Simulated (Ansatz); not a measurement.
**Response to strain in HfN**

Base system: HfN in the rock salt structure (space group Fm-3m, No. 225; relaxed with 0.1 eV smearing).

```
CELL_PARAMETERS angstrom
      0.00000     2.26285     2.26285
      2.26285     0.00000     2.26285
      2.26285     2.26285     0.00000
ATOMIC_POSITIONS crystal
  Hf 0.00000 0.00000 0.00000
  N  0.50000 0.50000 0.50000
```

Cartesian axes are those of the cell as printed.

Strains are applied to the cell and any free atomic positions relax.

All numbers come from r2SCAN (Ansatz, an electronic-structure program), no spin-orbit coupling.

Notes on the quantities. energy relative to the base: free energy F.

```json
[
 {"uniaxial strain ε_zz (%)": "0", "energy relative to the base (meV/atom)": "0.0"},
 {"uniaxial strain ε_zz (%)": "0.5", "energy relative to the base (meV/atom)": "0.5"},
 {"uniaxial strain ε_zz (%)": "1", "energy relative to the base (meV/atom)": "?"},
 {"uniaxial strain ε_zz (%)": "1.5", "energy relative to the base (meV/atom)": "4.7"},
 {"uniaxial strain ε_zz (%)": "2", "energy relative to the base (meV/atom)": "8.1"},
 {"uniaxial strain ε_zz (%)": "2.5", "energy relative to the base (meV/atom)": "12.4"},
 {"uniaxial strain ε_zz (%)": "3", "energy relative to the base (meV/atom)": "17.6"}
]
```

**Question.** Fit ΔE = Aε² + Bε³ (ε in %) to the rows shown and predict the withheld row.

**Answer.** Least squares on the printed values gives A = 2.18 and B = -0.074 meV/atom (largest residual 0.1 meV/atom); this predicts 2.1 meV/atom, and the run gives 2.1 meV/atom, in agreement.

Stability against distortions was not tested. The final runs are not spin-polarised. An odd electron count without spin: HfN.
